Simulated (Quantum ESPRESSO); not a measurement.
## Short convergence ladders for LuBi (I4mm, 2 atoms in the cell)

```xyz
2
Lattice="0.0000 3.1175 3.1175 3.1175 0.0000 3.1175 3.1175 3.1175 0.0000" Properties=species:S:1:pos:R:3 pbc="T T T"
Lu     3.1175     3.1175     3.1675
Bi     0.0000     0.0000     0.0000
```

Base method: LDA (PZ), PSlibrary ultrasoft (LDA) pseudopotentials (plane waves; Quantum ESPRESSO).

Base settings: ecutwfc = 50 Ry; ecutrho = 500 Ry; occupations = smearing; smearing = fermi-dirac; degauss = 0.0073499 Ry; potentials = {Lu: Lu.pz-spdn-rrkjus_psl.1.0.0.UPF, Bi: Bi.pz-dn-rrkjus_psl.1.0.0.UPF}; K_POINTS = automatic 4 4 4 0 0 0; conv_thr = 1e-09 Ry.

The count of work is k-points × plane waves × bands × iterations; it is no time. 

**The k-point mesh at a smearing width of 0.02 eV**

In this ladder: degauss = 0.00147 Ry.

Only quantities that move along the ladder and can be compared are tabulated.

```csv
K_POINTS,free energy less the last step's (meV/atom),pressure (GPa),largest difference of a force vector from the last step's (eV/Å),count of work / last
automatic 3 3 3 0 0 0,130.68,-5.59,0.010,0.011
automatic 4 4 4 0 0 0,27.82,-5.50,0.005,0.024
automatic 5 5 5 0 0 0,11.69,-5.36,0.020,0.037
automatic 7 7 7 0 0 0,2.47,-5.39,0.002,0.074
automatic 10 10 10 0 0 0,0.42,-5.47,0.006,0.17
automatic 15 15 15 0 0 0,-0.02,-5.40,0.003,0.60
automatic 18 18 18 0 0 0,0.00,-5.42,0.000,1.0
```

Coarsest K_POINTS that holds the pressure within 0.1 GPa of the last step, with all finer ones: automatic 4 4 4 0 0 0, at 0.024 of the last step's count of work; the step before is off by 0.17 GPa.

Coarsest K_POINTS that holds the forces within 0.005 eV/Å: not settled: the last two steps still differ by 0.003 eV/Å, over half the tolerance, so the ladder does not show it.

Coarsest K_POINTS that holds the free energy within 0.5 meV/atom of the last step, with all finer ones: automatic 10 10 10 0 0 0, at 0.17 of the last step's count of work; the step before is off by 2.5 meV/atom.

**The width of Gaussian smearing**

In this ladder: smearing = gaussian; K_POINTS = automatic 7 7 7 0 0 0.

Narrow widths need finer meshes than wide ones, so the last steps can hold mesh noise.

Only quantities that move along the ladder and can be compared are tabulated; pressure and forces are left out, as mesh noise rules them at narrow widths.

```csv
degauss,free energy less the last step's (meV/atom),energy extrapolated to zero width less the last step's (meV/atom)
0.073499 Ry,-58.09,20.57
0.036749 Ry,-11.07,0.38
0.02205 Ry,-3.57,0.14
0.0073499 Ry,0.00,0.00
```

Widest degauss that holds the energy extrapolated to zero width within 1 meV/atom of the last step, with all finer ones: 0.036749 Ry; the step before is off by 21 meV/atom.

Widest degauss that holds the free energy within 5 meV/atom: not settled: the last two steps still differ by 3.6 meV/atom, over half the tolerance, so the ladder does not show it.

The extrapolation to zero width removes most of the smearing's effect on the energy.

On the base run: the starting cell comes from a database of computed structures (which also holds hypothetical and non-ambient phases and stackings), without a prior relaxation at this level. Its lattice was rescaled by up to half a per cent. One atom was moved a little off its site on purpose. In the base run, with a pressure of about -5 GPa the cell is away from its equilibrium volume at this level. Without a gap this mesh is coarse (it stands for a supercell whose shortest vector is 18 Å).

Left out of this page: 2 runs of the series outside the window shown, repeating another row's setting, or not comparable.
